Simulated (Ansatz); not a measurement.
**TaS2, thickness series**

Consider TaS2 in the CdI2 type structure (space group P-3m1, No. 164; a = 3.3288 Å, c = 5.7855 Å; layered, stacked along the Cartesian z axis).

Free-standing slabs (3 atom(s) a layer) normal to the stacking axis with 15 Å of vacuum; in-plane cell relaxed.

Level of theory: Ansatz (a quantum-chemistry and plane-wave program), PBE-D3(BJ), PAW, cutoff 420 eV, no spin-orbit coupling.

Notes on the quantities. excess energy per area of both faces: slab less bulk energy over the cell's area: twice a surface energy; uncertain by up to 0.2 J/m².

```json
[
 {"change": "base", "excess energy per area of both faces": "–", "in-plane lattice parameter a": "3.329 Å", "shortest interatomic distance": "2.466 Å", "thickness between the outermost nuclei": "–"},
 {"change": "1 layer", "excess energy per area of both faces": "0.58 J/m²", "in-plane lattice parameter a": "3.344 Å", "shortest interatomic distance": "2.471 Å", "thickness between the outermost nuclei": "3.08 Å"},
 {"change": "2 layers", "excess energy per area of both faces": "0.6 J/m²", "in-plane lattice parameter a": "3.338 Å", "shortest interatomic distance": "2.466 Å", "thickness between the outermost nuclei": "8.90 Å"},
 {"change": "3 layers", "excess energy per area of both faces": "0.6 J/m²", "in-plane lattice parameter a": "3.335 Å", "shortest interatomic distance": "2.465 Å", "thickness between the outermost nuclei": "14.68 Å"},
 {"change": "4 layers", "excess energy per area of both faces": "0.6 J/m²", "in-plane lattice parameter a": "3.334 Å", "shortest interatomic distance": "2.465 Å", "thickness between the outermost nuclei": "20.47 Å"}
]
```

Slab and bulk use different k-meshes, which limits the precision of the excess energy. Stability against distortions was not tested. The final runs are not spin-polarised. An odd electron count without spin: TaS2.
